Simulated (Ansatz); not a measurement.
The optimised geometry of a nanostructure in its periodic cell follows.

```xyz
20
Lattice="3.868 0.000 0.000 -1.934 3.350 0.000 0.000 0.000 38.100" Properties=species:S:1:pos:R:3 pbc="T T T"
Si    -0.006    -0.027     7.618
Si    -0.012     2.210     8.395
Si    -0.040     2.227    10.764
Si     1.894     1.110    11.552
Si     1.895     1.110    13.920
Si    -0.039    -0.006    14.708
Si    -0.039    -0.006    17.077
Si    -0.039     2.228    17.866
Si    -0.039     2.228    20.234
Si     1.895     1.112    21.023
Si     1.896     1.112    23.392
Si    -0.038    -0.004    24.180
Si    -0.039    -0.004    26.548
Si    -0.039     2.229    27.336
Si    -0.010     2.245    29.705
Si     1.930     1.132    30.482
O      0.101    -0.088     5.935
O      2.037     1.194    32.165
H     -0.638     0.337     5.468
H      1.299     0.769    32.633
```

k-points: Γ-centred 8×8×1 mesh; occupations: Fermi-Dirac, 0.020 eV; spin polarisation not allowed. No spin-orbit coupling.

 The in-plane lattice is held at the bulk value.

Task: Is it metallic, and what gap and level positions does PBE (Ansatz, a program for electronic structure) give?

Result: 
* **electronic character**: not metallic
* **Kohn-Sham band gap**: 0.69 eV
* **character of the gap on the mesh and a band path of the cell's zone**: indirect (the cell's symmetry is low, so an edge off the path may lie nearer)
* **k-point of the valence-band top (reciprocal lattice units)**: (0.000, 0.000, 0.000)
* **k-point of the conduction-band bottom (reciprocal lattice units)**: (0.444, 0.000, 0.000)
* **depth of the highest filled level under the vacuum level**: 4.32 eV
* **depth of the lowest empty level under the vacuum level**: 3.63 eV
* **weight of the highest filled level on the outer atoms and the ending**: 0.26
* **weight of the lowest empty level on the outer atoms and the ending**: 0.03
